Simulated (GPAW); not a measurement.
Worked example: self-consistent single point of Be (P6_3/mmc, 2 atoms in the cell) in GPAW.

Level of theory: PBE, GPAW PAW datasets PBE (gpaw-data 1.0.1) (plane waves; GPAW 25.7.0).

The change in words: lattice scaled by 0.98. Reference geometry:
```yaml
crystal:
  lattice:
    - [2.23896, 0.00000, 0.00000]
    - [-1.11948, 1.93900, 0.00000]
    - [0.00000, 0.00000, 3.53335]
  atoms:
    - { symbol: Be, position: [0.33333, 0.66667, 0.75000] }
    - { symbol: Be, position: [0.66667, 0.33333, 0.25000] }
```

Reference input (self-consistent single point, DFT PBE, plane waves, GPAW PAW datasets PBE (gpaw-data 1.0.1)): mode = pw; ecut = 850 eV; xc = PBE; kpts = 13 13 8; mesh shift (steps) = 0 0 0; occupations.name = fermi-dirac; occupations.width = 0.05 eV; nbands = -8; symmetry.symmorphic = false; symmetry.tolerance = 0.0005; maxiter = 150. This run's input differs from it in these lines:

```diff
@@ -5,5 +5,5 @@
 atoms = Atoms(['Be', 'Be'],
-              cell=[[2.238962, 0.000000, 0.000000],
-                    [-1.119481, 1.938998, 0.000000],
-                    [0.000000, 0.000000, 3.533355]],
+              cell=[[2.194183, 0.000000, 0.000000],
+                    [-1.097091, 1.900218, 0.000000],
+                    [0.000000, 0.000000, 3.462688]],
               scaled_positions=[[0.333333, 0.666667, 0.750000],
```

Output, abridged:

```
     iter     time        total  log10-change:
                         energy   eigst   dens
iter:   1 --:--:--    -7.323421
iter:   2 --:--:--    -7.324688   -1.78  -1.30
iter:   3 --:--:--    -7.328205   -2.24  -1.32
iter:   4 --:--:--    -7.330911   -3.18  -1.89
iter:   5 --:--:--    -7.331098   -4.63  -2.43
iter:   6 --:--:--    -7.331130c  -5.69  -2.74
iter:   7 --:--:--    -7.331130c  -8.06c -4.09c
Converged after 7 iterations.

Dipole moment: (0.000000, -0.000000, -0.000000) |e|*Ang

Energy contributions relative to reference atoms: (reference = -796.369947)

Kinetic:        +10.739957
Potential:       -5.832623
External:        +0.000000
XC:             -12.089247
Entropy (-ST):   -0.000754
Local:           -0.148839
SIC:             +0.000000
--------------------------
Free energy:     -7.331507
Extrapolated:    -7.331130

Showing only first 2 kpts
 Kpt  Band  Eigenvalues  Occupancy
  0     0     -3.56160    2.00000
  0     1      3.50615    2.00000
  0     2      9.74458    0.00000
  0     3     25.60647    0.00000

  1     0     -3.42153    2.00000
  1     1      2.77295    2.00000
  1     2     10.81629    0.00000
  1     3     25.74029    0.00000

Fermi level: 8.12463

No gap
No difference between direct/indirect transitions
Energy (eV): -7.33113

Forces in eV/Ang:
  0 Be   -0.00000    0.00000   -0.00000
  1 Be   -0.00000   -0.00000    0.00000

Stress tensor:
    -0.098612     0.000000     0.000000
     0.000000    -0.098612    -0.000000
     0.000000    -0.000000    -0.090162
Stress (GPa, Voigt): [-15.7994 -15.7994 -14.4456  -0.       0.       0.    ]
```

The run converged in 7 iterations. GPAW prints stress with tension positive. Against the reference run the free energy rises by 29.2 meV/atom and the pressure goes from 5.82 to 15.35 GPa.

The starting cell comes from a database of computed structures (which also holds hypothetical and non-ambient phases and stackings), without a prior relaxation at this level. Its lattice was rescaled by a random factor within 2.5 % of one. For this run, on top of that: lattice scaled by 0.98. With a pressure of about 15 GPa the cell is away from its equilibrium volume at this level.
